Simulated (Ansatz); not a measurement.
A relaxation of the atoms of AlTc₂ (I4mm, 3 atoms in the cell) with Ansatz (an electronic-structure program).

Level of theory: LDA (PW92), default PAW files made with PBE (plane waves; Ansatz).

The change in words: one atom moved by 0.15 angstrom; relax: default → atoms; relax.f_tol: default → 0.2 eV/Å. Reference geometry:
```
AlTc2
1.0
   -1.48306     1.48306     4.70677
    1.48306    -1.48306     4.70677
    1.48306     1.48306    -4.70677
Al Tc
1 2
Direct
  0.00000   0.00000   0.00000
  0.66991   0.66991   0.00000
  0.33009   0.33009   0.00000
```

Reference input (self-consistent single point, DFT, LDA (PW92), plane waves, default PAW files made with PBE): basis.ecutwfc = 500 eV; kpoints.mp_grid.grid = 13 13 13; hamiltonian.xc = lda; hamiltonian.pseudopotentials = {kind: paw} (the program's default PAW files); scf.occupations.method = fermi_dirac; scf.occupations.width = 0.1 eV. This run's input differs from it in these lines:

```diff
@@ -6,3 +6,3 @@
   atoms:
-    - { symbol: Al, position: [0.00000000, 0.00000000, 0.00000000] }
+    - { symbol: Al, position: [0.01593500, 0.01593500, 0.00000000] }
     - { symbol: Tc, position: [0.66991000, 0.66991000, 0.00000000] }
@@ -18,2 +18,4 @@
   occupations: { method: fermi_dirac, width: 0.1 }
+relax:
+  f_tol: 0.2
 output:
```

The program printed (abridged):

```
   [... SCF lines of the steps left out ...]
relax step   1: F+E_penalty+E_count = -11076.57061096 eV  Δ(F+E_penalty+E_count) = +0.000e0 eV  max|allowed force component| = 1.482e0 eV/Å  Δτ_max = 0.0000 Å  (6 SCF iters, dr2 threshold 1.00e-4 eV, accepted)
relax step   2: F+E_penalty+E_count = -11076.67622045 eV  Δ(F+E_penalty+E_count) = -1.056e-1 eV  max|allowed force component| = 4.301e-1 eV/Å  Δτ_max = 0.0893 Å  (6 SCF iters, dr2 threshold 1.00e-4 eV, accepted)
relax step   3: F+E_penalty+E_count = -11076.68074096 eV  Δ(F+E_penalty+E_count) = -4.521e-3 eV  max|allowed force component| = 1.692e-1 eV/Å  Δτ_max = 0.0229 Å  (6 SCF iters, accepted)
the relaxation is at rest under the 8 symmetry operations that the run kept from its start: a minimum is not shown …
Free energy (F): -11076.680741 eV
Internal energy: -11076.627133 eV  (E = F + TS)
E sigma→0 (E₀):  -11076.653937 eV
Entropy (-TS):   -0.053608 eV (-17.869 meV/atom)
Fermi energy:    18.492900 eV
--- Forces (eV/Å), atoms counted from 1 ---
  atom   1  Al    -0.00000000     0.00000000     0.04129474
  atom   2  Tc     0.00000000     0.00000000    -0.16917381
  atom   3  Tc    -0.00000000    -0.00000000     0.12790908
--- Stress (GPa, compression-positive) ---
       -5.632210       0.000000       0.000000
        0.000000      -5.632210       0.000000
   [... lines left out ...]
  F+E_penalty+E_count = -11076.68074096 eV   max|allowed force component| = 1.692e-1 eV/Å
  atoms:
    - { symbol: Al, position: [0.005013240308655883, 0.005013240308655883, 3.4359248935813614e-34] }
    - { symbol: Tc, position: [0.6757627070817005, 0.6757627070817005, 3.59825205390804e-34] }
    - { symbol: Tc, position: [0.33515905260964346, 0.33515905260964346, -7.034176947489402e-34] }
```

The run converged.  The full log also holds: “iter 5 did not close the SCF: its close was put off for the readings that it lacked (scf_convergence_deferred on its scf_iter line)”.

Summary of the result:
```
Item                                                      Value
-----------------------------------------------  --------------
Free energy E − TS (on the zero of these files)  -11076.6807 eV
Fermi level (on the code's own zero)                   18.49 eV
Pressure                                              -5.09 GPa
Largest force (vector length)                        0.169 eV/Å
Relaxation steps                                              3
```

The starting cell comes from a database of computed structures (which also holds hypothetical and non-ambient phases and stackings), without a prior relaxation at this level. Its lattice was rescaled by up to half a per cent. For this run, on top of that: one atom moved by 0.15 angstrom. Spin polarisation is off. The relaxation keeps the symmetry of its start, so its end need not be a minimum. Ansatz's pressure includes its estimate of the finite-basis (Pulay) stress.

Cost on one core of a shared machine: roughly 60 s.

Keys are those of Ansatz 0.2.
